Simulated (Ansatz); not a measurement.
## Fe_Al in wurtzite AlN

The numbers are results of PBE, PAW (plane waves to 420 eV; Ansatz, a first-principles code), not measurements. The supercell holds 96 host sites (3×2×2 repeats of the unit cell), with a 2×2×2 shifted k-point sampling for the final energies. Site at the start: the Al site. Finite-size correction: monopole term and site-potential alignment. Dielectric constants: PBE linear response of the host. Host gap at this level: 4.03 eV. These values are not converged in cell size to better than tenths of an eV. PBE underestimates the host's gap, which shifts levels and can delocalise carriers. Spin–orbit coupling is left out, and no Hubbard U is applied to the open shells. Each state is the lowest found from its start.

Formation energies E_f are given with the Fermi level at the valence-band maximum. Chemical conditions: Al-rich (Δμ(Al) = 0.00 eV, Δμ(Fe) = -0.63 eV, bounded by AlFe (Pm-3m); only phases computed here count, gases as isolated molecules at 0 K); N-rich (Δμ(Al) = -2.74 eV, Δμ(Fe) = -0.085 eV, bounded by Fe3N (P6_322); only phases computed here count, gases as isolated molecules at 0 K). Reference phases: Al: fcc Al, Fe: bcc Fe, ferromagnetic.

```csv
charge,moment (μB),largest move off a lattice site (Å),image correction with alignment (eV),"E_f, Al-rich (eV)","E_f, N-rich (eV)",above the lowest spin state (eV)
+1,4.0,0.06,0.30,4.01,0.72,0.00
+1,not spin-polarised,0.06,0.30,4.11,0.82,0.10
0,5.0,0.07,0.00,4.49,1.20,0.00
0,5.0,0.07,0.00,4.49,1.20,0.00
−1,4.0,0.14,0.13,7.20,3.92,0.00
−1†,not spin-polarised,0.12,0.14,–,–,1.91
```

† A higher spin state that isn't settled.

Starting moments that weren't kept: charge 0 began with 1 μB and ended with 5.0.

Transition levels above the valence-band maximum: ε(+1/0) = 0.48 eV; ε(0/−1) = 2.72 eV. On the lower envelope of the bound states, inside the gap: (+1/0) at 0.48 eV; (0/−1) at 2.72 eV.

Flagged in the runs: a host whose relaxation on this sampling wasn't shown to rest.
